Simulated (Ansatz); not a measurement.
Structures of equal composition on the (111)A surface of zinc-blende GaAs (Ga plane on top): 2x2 As adatom at H3; 2x2 As adatom at T1; 2x2 As adatom at T4. The slabs share one bottom face, and each structure is named by its start. These are constructed structures in small cells; real faces may alloy, dewet or reconstruct in larger ones, and not all known structures of the face are among them. Slabs of about 14 Å, Fermi-Dirac smearing of 0.025 eV. Bottom of the slabs: H caps. Relaxed from the named starts with such symmetry as they have, on meshes of like density; energies extrapolated to zero smearing; spin only where a row says so; no spin-orbit coupling, no U. Brackets mark spin-polarised runs, whose order is one that fits the cell. Where a second, spin-polarised start was run, the lower counts.

Calculation: r2SCAN, at the PBE geometry (plane waves to 500 eV, PAW; Ansatz, a first-principles code).

Rank these by energy per 1x1 cell (lowest first), as r2SCAN, at the PBE geometry gives it.

2x2 As adatom at H3 (0.000 eV, gap 0.49 eV on the mesh), 2x2 As adatom at T4 (0.052 eV (1 As–As bonds broke), gap 0.54 eV on the mesh), 2x2 As adatom at T1 (0.608 eV, no gap on the mesh)
